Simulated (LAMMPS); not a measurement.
MD of Ni3Al (L1_2) at zero pressure, 864 atoms, as a liquid; each row is its own run.

All values are model results, not measurements: classical MD, pair style meam, file MoCoNiVFeAlCr_2nn.meam; code LAMMPS.

```
T (K)  D(Ni) (cm²/s)
-----  -------------
1480         1.03e-5
1820         2.85e-5
2060         4.80e-5
2310         6.53e-5
```

### Question
Fit an Arrhenius law, ln y = a + b / x, to these rows (x is the first column, y the second) and predict the run at x = 1650.

### Answer
Least squares gives a = -6.2432 and b = -7724. The slope times kB gives an activation energy of 0.67 eV. At x = 1650 the fit predicts 1.80e-5 cm²/s. The run itself gave (1.76 ± 0.07) × 10^-5 cm²/s, so the fit is 2.3 % high, within the run's error.

Caution (rows 1480; 1650; 1820): this liquid lies under the melting point of about 2000 K that MEAM MoCoNiVFeAlCr_2nn.meam gives, so it is undercooled.

Errors of D are the spread over four groups of atoms in one short run; a floor of about 5 %, a picked value, is safer.
